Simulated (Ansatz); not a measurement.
Input for (Pb,Zr)O2 alloy cell PbZr7O16 (rutile start):

Ansatz 0.2 input:
```yaml
crystal:
  lattice:
    - [4.947448279, 4.947448268, 0.000000049]
    - [-4.964732243, 4.964732232, -0.000000031]
    - [0.000000054, 0.000000012, 6.594287536]
  atoms:
    - { symbol: Pb, position: [0.000000109, -0.000000131, 0.00000007] }
    - { symbol: Zr, position: [0.000000032, 0.000000012, 0.500000008] }
    - { symbol: Zr, position: [0.499999693, 0.499999981, -0.000000032] }
    - { symbol: Zr, position: [0.499999905, 0.500000055, 0.499999845] }
    - { symbol: Zr, position: [0.500000011, -0.000000049, 0.253137106] }
    - { symbol: Zr, position: [0.499999965, -0.000000001, 0.746862959] }
    - { symbol: Zr, position: [0.000000579, 0.500000001, 0.249299426] }
    - { symbol: Zr, position: [-0.000001178, 0.500000122, 0.750700622] }
    - { symbol: O, position: [0.31056461, -0.000000033, 0.000000065] }
    - { symbol: O, position: [0.304450969, 0.000000035, 0.500000126] }
    - { symbol: O, position: [0.805037355, 0.499999936, 0.000000289] }
    - { symbol: O, position: [0.804872205, 0.50000018, 0.499999604] }
    - { symbol: O, position: [0.499999986, 0.304711047, 0.250295161] }
    - { symbol: O, position: [0.500000188, 0.304711035, 0.749704759] }
    - { symbol: O, position: [-0.000000186, 0.801647078, 0.256089036] }
    - { symbol: O, position: [-0.000000192, 0.801647148, 0.743910957] }
    - { symbol: O, position: [0.499999946, 0.695288913, 0.250295143] }
    - { symbol: O, position: [0.500000229, 0.695288931, 0.749704733] }
    - { symbol: O, position: [0.000000067, 0.198352864, 0.256089125] }
    - { symbol: O, position: [-0.000000243, 0.198352956, 0.743910753] }
    - { symbol: O, position: [0.689435438, -0.000000034, 0.000000077] }
    - { symbol: O, position: [0.695549068, 0.000000031, 0.500000066] }
    - { symbol: O, position: [0.194963022, 0.49999995, -0.000000397] }
    - { symbol: O, position: [0.195128416, 0.499999985, 0.500000491] }
basis:
  ecutwfc: 420
  ecutrho_ratio: 4
  xc_grid: 2
kpoints:
  mp_grid: { grid: [4, 4, 4] }
hamiltonian:
  xc: pbe
  dispersion: none
  pseudopotentials: { kind: paw }
scf:
  n_extra_bands: 16
  occupations: { method: fermi_dirac, width: 0.01 }
output:
  forces: true
  stress: true
  eigenstates:
    kpoints:
      - [0.0, 0.0, 0.0]
      - [-0.5, -0.5, 0.0]
    e_range: [-4.0, 6.0]
    localisation: true
relax:
  f_tol: 0.03
  max_steps: 90
  cell: { stress_tol: 0.15 }
```

All values below come from PBE (plane waves to 420 eV, PAW; Ansatz, a quantum-chemistry and plane-wave program). Spin–orbit coupling is left out. Its k-point mesh 4×4×4, Fermi–Dirac width 0.01 eV.

Question: Write the closing report of this run, without the band table and long remarks, to eight decimals at most.

Answer: 
```
SCF converged after 6 iterations
Free energy (F): -50305.711019 eV
Harris-Foulkes:  -50305.711019 eV  (|F-HF|=4.37e-11)
Internal energy: -50305.711019 eV  (E = F + TS)
E sigma→0 (E₀):  -50305.711019 eV
Fermi energy:    9.393872 eV
--- Per-component energies (eV) ---
  E_band       = -977.836805
  E_kinetic    = 5432.883242
  E_local      = -11558.547084  (includes V_loc(G=0)·N_el)
  E_nonlocal   = 1649.778336
  E_hartree    = 3977.284790
  E_xc         = -2538.314471
  E_vxc        = -2982.307397  (∫ρ·V_xc dr)
  E_paw        = -33615.114221  (= ΣΔE_a)
  E_vpaw       = -1474.252668  (= ΣTr[D̂ρ^β])
  E_aug_tail   = 0.039613  (compensation charges beyond the density's cutoff)
  E_ewald      = -13653.721224
  E_smearing   = 0.000000  (= −TS)
  E_closure    = 0.000000  (closes the sum)
  Σ components = -50305.711019   (vs F -50305.711019, Δ=0.00e0)
--- Forces (eV/Å), atoms counted from 1 ---
  atom   1  Pb    0.00000000    0.00000000     0.00000000
  atom   2  Zr     0.00000000     0.00000000     0.00000000
  atom   3  Zr     0.00000000     0.00000000     0.00000000
  atom   4  Zr     0.00000000     0.00000000     0.00000000
  atom   5  Zr     0.00000000    0.00000000     0.01635089
  atom   6  Zr    0.00000000     0.00000000    -0.01635089
  atom   7  Zr    0.00000000     0.00000000    -0.00120974
  atom   8  Zr     0.00000000    0.00000000     0.00120974
  atom   9  O     -0.00612452    -0.00612452     0.00000000
  atom  10  O      0.00786341     0.00786341    0.00000000
  atom  11  O      0.00368375     0.00368375    0.00000000
  atom  12  O     -0.00156862    -0.00156862     0.00000000
  atom  13  O     -0.00108295     0.00108295    -0.00044396
  atom  14  O     -0.00108295     0.00108295     0.00044396
  atom  15  O     -0.00221456     0.00221456    -0.00052565
  atom  16  O     -0.00221456     0.00221456     0.00052565
  atom  17  O      0.00108295    -0.00108295    -0.00044396
  atom  18  O      0.00108295    -0.00108295     0.00044396
  atom  19  O      0.00221456    -0.00221456    -0.00052565
  atom  20  O      0.00221456    -0.00221456     0.00052565
  atom  21  O      0.00612452     0.00612452    0.00000000
  atom  22  O     -0.00786341    -0.00786341     0.00000000
  atom  23  O     -0.00368375    -0.00368375     0.00000000
  atom  24  O      0.00156862     0.00156862    0.00000000
  max |Σ_I F_I| component: 1.52e-18 eV/Å
--- Stress (GPa, compression-positive) ---
       -0.096584       0.000154      0.000000
        0.000154      -0.096584       0.000000
       0.000000       0.000000      -0.128713
  P = ⅓ Tr σ = -0.1073 GPa (-1.073 kbar)
--- Relaxed structure (5 steps of the walk, 5 accepted, 1 SCFs on fresh bases) ---
  F+E_penalty+E_count = -50305.71101929 eV   max|allowed force component| = 1.635e-2 eV/Å   (the final SCF, on the basis selected at the relaxed cell)
  cell:  # Å, volume = 318.6259 Å³
    - [4.91546985, 4.91546985, 0.0]
    - [-4.93331464, 4.93331464, 0.0]
    - [0.0, 0.0, 6.56972565]
  atoms:
    - { symbol: Pb, position: [0.0, 0.0, 0.0] }
    - { symbol: Zr, position: [0.0, 0.0, 0.5] }
    - { symbol: Zr, position: [0.50000000, 0.50000000, 0.0] }
    - { symbol: Zr, position: [0.50000000, 0.50000000, 0.50000000] }
    - { symbol: Zr, position: [0.5, 0.0, 0.25294140] }
    - { symbol: Zr, position: [0.50000000, 0.0, 0.74705860] }
    - { symbol: Zr, position: [0.0, 0.50000000, 0.25009454] }
    - { symbol: Zr, position: [0.0, 0.50000000, 0.74990546] }
    - { symbol: O, position: [0.31224325, 0.0, 0.0] }
    - { symbol: O, position: [0.30641215, 0.0, 0.50000000] }
    - { symbol: O, position: [0.80655934, 0.50000000, 0.0] }
    - { symbol: O, position: [0.80559943, 0.5, 0.5] }
    - { symbol: O, position: [0.50000000, 0.30615371, 0.25009462] }
    - { symbol: O, position: [0.50000000, 0.30615371, 0.74990538] }
    - { symbol: O, position: [0.0, 0.80118397, 0.25905088] }
    - { symbol: O, position: [0.0, 0.80118397, 0.74094912] }
    - { symbol: O, position: [0.50000000, 0.69384629, 0.25009462] }
    - { symbol: O, position: [0.5, 0.69384629, 0.74990538] }
    - { symbol: O, position: [0.0, 0.19881603, 0.25905088] }
    - { symbol: O, position: [0.0, 0.19881603, 0.74094912] }
    - { symbol: O, position: [0.68775675, 0.0, 0.0] }
    - { symbol: O, position: [0.69358785, 0.0, 0.5] }
    - { symbol: O, position: [0.19344066, 0.50000000, 0.0] }
    - { symbol: O, position: [0.19440057, 0.50000000, 0.5] }
```

Cost: about 6 core-minutes (a rough figure).
